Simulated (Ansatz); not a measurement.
The reference is GaS in the beta-GaS type structure (space group P6_3/mmc, No. 194; a = 3.5344 Å, c = 15.0412 Å; layered, stacked along the Cartesian z axis).

Now apply this change: an isotropic linear strain of −1.95 %; the atoms relax in the strained cell.

Levels (all Ansatz, a program for electronic structure, PAW, earlier PAW set): PBEsol-D3(BJ) (420 eV, no spin-orbit coupling); HSE06 (420 eV, scalar-relativistic without spin-orbit coupling).

The geometry is relaxed with PBEsol-D3(BJ).

- PBEsol-D3(BJ) lowest conduction level above the VBM at special points: K 1.07 eV; M 1.19 eV; H 1.42 eV; Γ 2.05 eV

Q: Predict the lowest conduction level above the VBM at special points from HSE06.

A: The lowest conduction level above the VBM at special points changes from K 1.07 eV; M 1.19 eV; H 1.42 eV; Γ 2.05 eV to K 1.83 eV; M 1.97 eV; H 2.19 eV; Γ 3.21 eV.

Single points use the geometry relaxed with PBEsol-D3(BJ). HSE06 was sampled on its mesh, a few special points and the semilocal edge points, so its gap is an upper bound. The levels and masses belong to the bands next to the band gap. Stability against distortions was not tested.
